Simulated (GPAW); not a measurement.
Checking a run of GPAW on Cs2KScF6 (Fm-3m, 10 atoms in the cell). The aim is a self-consistent single point with DFT LDA (Perdew-Wang 92), plane waves, GPAW PAW datasets LDA (gpaw-data 1.0.1).

Cell that was meant: a = 6.5974 Å, b = 6.5974 Å, c = 6.5974 Å, α = 60.00°, β = 60.00°, γ = 60.00°.

Part of the input:

```python
                         [4.665085, 4.665085, 7.284717]],
              pbc=True)

calc = GPAW(mode=PW(150),
            xc='LDA',
            kpts=(3, 3, 3),
            occupations={'name': 'methfessel-paxton', 'width': 0.02, 'order': 0},
```

Output (repeated stretches shortened):

```
Input parameters:
  convergence: {bands: -4}
  kpts: [3 3 3]
  maxiter: 100
  mode: {ecut: 150.0,
         name: pw}
  nbands: -6
   [... lines left out ...]
   9 F      4.665085    4.665085    7.284717    ( 0.0000,  0.0000,  0.0000)

Unit cell:
           periodic     x           y           z      points  spacing
  1. axis:    yes    0.000000    4.665085    4.665085    20     0.2693
  2. axis:    yes    4.665085    0.000000    4.665085    20     0.2693
  3. axis:    yes    4.665085    4.665085    0.000000    20     0.2693

  Lengths:   6.597426   6.597426   6.597426
  Angles:   60.000000  60.000000  60.000000

Effective grid spacing dv^(1/3) = 0.2939
     iter     time        total  log10-change:
                         energy   eigst   dens
iter:   1 --:--:--   222.265555   +0.81
iter:   2 --:--:--   241.857861   -0.25  -0.65
iter:   3 --:--:--   341.895890   +0.77  -0.67
iter:   4 --:--:--   342.944071   -0.57  -0.81
iter:   5 --:--:--   197.785140   +0.67  -0.82
   [... 6 lines left out ...]
iter:  12 --:--:--   357.491739   -2.25  -2.08
iter:  13 --:--:--   357.303115   -1.44  -2.18
iter:  14 --:--:--   357.551023   -1.79  -1.65
iter:  15 --:--:--   357.570031   -3.03  -2.40
iter:  16 --:--:--   357.561041c  -3.43  -2.52
   [... lines left out ...]
iter:  29 --:--:--   357.599290c  -4.39  -3.88
iter:  30 --:--:--   357.599290c  -4.75  -4.27c
iter:  31 --:--:--   357.599285c  -5.03  -4.19c
iter:  32 --:--:--   357.599291c  -5.32  -4.03c
iter:  33 --:--:--   357.599291c  -5.55  -4.54c
iter:  34 --:--:--   357.599292c  -5.82  -4.55c
iter:  35 --:--:--   357.599291c  -6.10  -4.64c
iter:  36 --:--:--   357.599292c  -6.32  -4.73c
iter:  37 --:--:--   357.599292c  -6.82  -5.37c
iter:  38 --:--:--   357.599292c  -7.01  -5.41c
iter:  39 --:--:--   357.599292c  -7.20  -5.45c
iter:  40 --:--:--   357.599292c  -7.58c -5.36c
Converged after 40 iterations.

Dipole moment: (0.000010, 0.000010, 0.000010) |e|*Ang

Energy contributions relative to reference atoms: (reference = -476544.581482)

Kinetic:       -1204.588674
Potential:     +1467.176161
External:        +0.000000
XC:             +82.663670
Entropy (-ST):   +0.000000
Local:          +12.348135
SIC:             +0.000000
--------------------------
Free energy:   +357.599292
Extrapolated:  +357.599292

Showing only first 2 kpts
 Kpt  Band  Eigenvalues  Occupancy
  0    38      1.21920    2.00000
  0    39      1.22236    2.00000
  0    40      5.93204    0.00000
  0    41      7.90006    0.00000

  1    38      1.28537    2.00000
  1    39      1.45761    2.00000
  1    40      7.98255    0.00000
  1    41      8.08941    0.00000

   [... lines left out ...]
Fermi level: 4.48592
Gap: 4.474 eV
Direct gap: 4.710 eV
   [... lines left out ...]
  5 F    -3.19653   -0.00000    0.00000
  6 F     0.00000    3.19653    0.00000
  7 F    -0.00000   -3.19653   -0.00000
  8 F     0.00000    0.00000    3.19653
  9 F    -0.00000   -0.00000   -3.19653

Stress tensor:
     2.379899     0.000000     0.000000
     0.000000     2.379899    -0.000000
     0.000000    -0.000000     2.379899
Stress (GPa, Voigt): [381.3018 381.3018 381.3018  -0.       0.       0.    ]
```

Question: Is anything amiss in this input, and did it matter?

Answer: The run is not sound. The fault is a basis or grid far too coarse for these potentials. The error of an incomplete plane-wave basis or grid does not cancel at such settings. To fix it, restore the cutoff that the potentials need and check convergence. The run converged in 40 iterations without an error; against the sound input the free energy goes up by 41.4 eV/atom, the largest force goes from 0.411 to 3.197 eV/Å and the gap on the mesh goes from 6.462 to 4.474 eV.

An input that runs soundly differs in these lines (not the only fix; some lines may just follow from the change or write a value another way):
```diff
-calc = GPAW(mode=PW(150),
+calc = GPAW(mode=PW(950),
```

With that input, the run converged in 30 iterations: free energy E − TS (from the program's reference atoms) -56.3815 eV; top of the valence band (on the code's own zero) -0.08 eV; gap on the k-point mesh 6.46 eV; largest force (vector length) 0.411 eV/Å (DFT LDA (Perdew-Wang 92), plane waves, GPAW PAW datasets LDA (gpaw-data 1.0.1)).

On the sound input: the starting cell comes from a database of computed structures (which also holds hypothetical and non-ambient phases and stackings), without a prior relaxation at this level.
